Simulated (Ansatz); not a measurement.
Results of r²SCAN in Ansatz (plane waves, PAW) for In₂SeS (model structure, started from the Cd2SeS type, P3m1, No. 156, 4 atoms in the cell).

Run with plane-wave cutoff 560 eV, 18×18×6 k mesh (along the axes of the cell as run), Fermi–Dirac smearing 0.05 eV, scalar-relativistic PAW data made under PBE.

Cell (relaxed with PBEsol):

In₂SSe has the trigonal space group P3m1 (No. 156), Pearson symbol hP4. Cell: a = 4.0088 Å, b = 4.0088 Å, c = 9.2223 Å, α = 90.00°, β = 90.00°, γ = 120.00°. In1 on 1a is coordinated by 1 S at 2.405 Å and 3 Se at 2.632 Å (tetrahedral). In2 on 1b has 3 S at 2.764 Å (trigonal pyramidal). Se on 1b has 3 In at 2.632 Å (trigonal pyramidal). S on 1a is coordinated by 1 In at 2.405 Å and 3 In at 2.764 Å. (Neighbours: up to the widest gap in distance over summed covalent radii, below 1.35, at either atom; cation-cation and far metal-metal contacts left out.)

Task: What does this level give for the band gap and direct gap at Γ?

Result: 
- band gap = 0.75 eV (on the SCF k mesh)
- direct gap at Γ = 2.78 eV

Note: the relaxation could raise the start's symmetry but not lower it, so the cell can be a saddle point; cell and atoms aren't relaxed at this level (largest force component 0.15 eV/Å, pressure 0.8 GPa); the cell has widely spaced layers and the level no dispersion term, so their spacing and the moduli can rest on weak binding.

Spin–orbit coupling is not included.

The computed numbers hold no vibrational or temperature effects.

A model structure was made by putting elements into a prototype or built by hand; it is no filed structure, need not be a known phase, and can be a saddle point held by its symmetry.

Ansatz is a program for electronic structure.
